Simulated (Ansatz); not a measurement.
We consider cubic perovskite BaHfO₃, described by LDA (Ansatz, a quantum-chemistry and plane-wave program, PAW).

Run with plane-wave cutoff 520 eV, 8×8×8 k mesh, Fermi–Dirac smearing 0.01 eV, scalar-relativistic PAW data made under PBE.

The cell is scaled about its equilibrium volume:

| V (Å³/atom) | P (GPa) | direct gap at Γ (eV) |
|---|---|---|
| 13.163 | 12.95 | 3.589 |
| 13.443 | 8.16 | 3.601 |
| 13.723 | 3.86 | 3.609 |
| 14.003 | 0.00 | 3.611 |
| 14.283 | -3.46 | 3.609 |
| 14.563 | -6.57 | 3.603 |
| 14.843 | -9.36 | 3.593 |

The gap at Γ does not follow one straight line over these volumes.

Spin–orbit coupling is not included.
